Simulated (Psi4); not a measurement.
Psi4 1.11, PBE0/def2-svpd: W(NH)(Cl)3(OH) ([NH]=[W]([OH])([Cl])([Cl])[Cl]), 8 atoms. The geometry is a generated start, not checked to be a minimum at this level.

```yaml
task: energy
method: pbe0
basis: def2-svpd
memory: 3 GB
maxiter: 100
keys_of_the_molecule_block: symmetry c1
scf_type: df (default)
guess: auto, which took SAD (default)
scf_initial_accelerator: adiis (default)
e_convergence: 1e-06 (default)
d_convergence: 1e-06 (default)
dft_radial_points: 75 (default)
dft_spherical_points: 302 (default)
effective_core_potentials: those of the basis set, past Kr
basis_functions: 175
grid_points: 172207
```

```xyz
8

W      0.0136     0.0341    -0.0604
N      0.1980     0.9822    -1.5353
H      0.3133     1.5307    -2.3863
Cl    -1.8682    -1.0114    -0.7712
Cl    -0.1783     1.8514     1.2816
Cl     2.0218    -0.9961    -0.2775
O     -0.1761    -0.9486     1.4704
H     -0.3239    -1.4421     2.2787
```

Charge 0 and multiplicity 1 are set for this test and not shown to be the ground state.

One run each on 2 threads. Values of diis_max_vecs tried: 3, 6, 10 (default), 20.

**Question.** Predict the course of the SCF iterations along this series.

**Answer.** Fewest SCF iterations, within one of each other: 6 with 12, 10 (default) with 11, 20 with 11. The count rises to 27 at 3. All converge to one solution.

| diis_max_vecs | SCF iterations | end |
|---|---|---|
| 3 | 27 | same solution |
| 6 | 12 | same solution |
| 10 (default) | 11 | same solution |
| 20 | 11 | same solution |
